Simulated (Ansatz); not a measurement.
AlB2-type MgB2, treated with rVV10 (Ansatz, a first-principles code, PAW).

Numerical settings: plane-wave cutoff 520 eV, 24×24×16 k mesh (along the axes of the cell as run), Fermi–Dirac smearing 0.05 eV, scalar-relativistic PAW data made under PBE.

Cell (relaxed at this level):

Space group P6/mmm (No. 191); a = b = 3.0737 Å, c = 3.5200 Å, α = β = 90.00°, γ = 120.00°

| atom | site | symmetry | x | y | z |
|---|---|---|---|---|---|
| Mg | 1a | 6/mmm | 0.0000 | 0.0000 | 0.0000 |
| B | 2d | -6m2 | 0.3333 | 0.6667 | 0.5000 |

Q: Estimate the bulk modulus and pressure derivative B′ of the bulk modulus that the calculation returns.

A: 
bulk modulus: 142 GPa
pressure derivative B′ of the bulk modulus: 3.7

The run finds no gap.

Measured, for comparison: bulk modulus 151 ± 5 GPa (room temperature, not corrected to a static lattice, B' fixed at 4, our sources range from 147 to 151; as tabulated in Vogt et al. (2001), arXiv:cond-mat/0102480). Computed (rounded) less measured: bulk modulus -6 % (-3 % to -6 % over the range).

Note: the bulk modulus comes from volumes at which shape and atoms were relaxed.

The computed numbers hold no vibrational or temperature effects.

It cost very roughly 3.0 core-minutes of CPU time.
